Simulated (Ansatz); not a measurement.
```
AlN
1.0
    3.08877     0.00000     0.00000
   -1.54439     2.67495     0.00000
    0.00000     0.00000     4.94320
Al N
2 2
Cartesian
  1.54439   0.89165   0.01775
  0.00000   1.78330   2.48935
  1.54439   0.89165   3.07273
  0.00000   1.78330   0.60114
```

The cell is fixed at its relaxed static size. Melting and transitions to other phases are not modelled. An odd repeat of the supercell leaves out some zone-boundary points, where instabilities often lie.

Question: Estimate each atom's mean-square displacement (sum over three axes) at 1000 K from path-integral sampling on the energy surface fitted in the stochastic self-consistent harmonic approximation in a 3×3×2 supercell, LDA in Ansatz (an electronic-structure program).

Answer: Al1 0.024 Å², Al2 0.024 Å², N3 0.024 Å², N4 0.024 Å². Waves longer than the supercell are missing, so the values are low for an infinite crystal. Over all wave vectors of the supercell the softest harmonic mode is 175 cm⁻¹ at q = (0.00, 0.00, 0.50); the softest of the Hessian is 173 cm⁻¹ at q = (0.00, 0.00, 0.50) at 300 K (error under 1; the run's verdict: stable), 170 cm⁻¹ at q = (0.00, 0.00, 0.50) at 1000 K (error under 1; the run's verdict: stable).
